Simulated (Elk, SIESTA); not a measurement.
A SIESTA input for a self-consistent single point of LiCl (Fm-3m, 2 atoms in the cell) (DFT, GGA PBE, numerical atomic orbitals DZP, PseudoDojo PBE standard norm-conserving potentials (rewritten from UPF to PSML)):

```
# files in the folder: Li.psml Cl.psml (PseudoDojo PBE standard)
SystemName  LiCl
SystemLabel licl

NumberOfAtoms                2
NumberOfSpecies              2
%block ChemicalSpeciesLabel
  1 3 Li
  2 17 Cl
%endblock ChemicalSpeciesLabel
LatticeConstant              1.0 Ang
%block LatticeVectors
     0.000000000    2.430739000    2.430739000
     2.430739000    0.000000000    2.430739000
     2.430739000    2.430739000    0.000000000
%endblock LatticeVectors
AtomicCoordinatesFormat      Ang
%block AtomicCoordinatesAndAtomicSpecies
     0.000000000    0.000000000    0.000000000  1
     2.430739000    2.430739000    2.430739000  2
%endblock AtomicCoordinatesAndAtomicSpecies

XC.functional                GGA
XC.authors                   PBE
PAO.BasisSize                DZP
PAO.EnergyShift              0.01 Ry
PAO.Polarization.NonPerturbative true
MeshCutoff                   350 Ry
%block kgrid.MonkhorstPack
   11   0   0  0.0
    0  11   0  0.0
    0   0  11  0.0
%endblock kgrid.MonkhorstPack
OccupationFunction           FD
ElectronicTemperature        20.0 meV

MaxSCFIterations             150
SCF.Mixer.Method             Broyden
SCF.Mixer.Weight             0.25
SCF.Mixer.History            6
SCF.DM.Tolerance             1.0E-04
Diag.ParallelOverK           true
WriteForces                  true
Charge.Mulliken              end
```

### Question
Translate this input to Elk.

### Answer
One input that does it (others would too):

```
tasks
  0

xctype
  20

swidth
  0.000734986

maxscl
  100

scale
  6.496092404

avec
    0.0000000000    0.7071067812    0.7071067812
    0.7071067812    0.0000000000    0.7071067812
    0.7071067812    0.7071067812    0.0000000000

sppath
  'species/'

atoms
  2
  'Li.in'
  1
  0.0000000000  0.0000000000  0.0000000000    0.0 0.0 0.0
  'Cl.in'
  1
  0.5000000000  0.5000000000  0.5000000000    0.0 0.0 0.0

ngridk
  11 11 11
```

Basis settings and potentials, where a program has them, do not carry over. This input uses DFT, PBE, all-electron FP-LAPW, Elk's shipped species files, default APW+lo basis. Both were run: gap on the mesh 7.197 eV in SIESTA and 6.852 in Elk.

On Elk: the starting cell comes from a database of computed structures (which also holds hypothetical and non-ambient phases and stackings), without a prior relaxation at this level. Its lattice was rescaled by a random factor within 2.5 % of one. For this run, on top of that: lattice scaled by 0.98. Values depend on the basis (sphere radii, cutoffs, local orbitals), which need not be converged.

On SIESTA: the starting cell comes from a database of computed structures (which also holds hypothetical and non-ambient phases and stackings), without a prior relaxation at this level. Its lattice was rescaled by a random factor within 2.5 % of one. For this run, on top of that: lattice scaled by 0.98. Values carry the incompleteness of an atom-centred basis. With a pressure of about 8 GPa the cell is away from its equilibrium volume at this level.
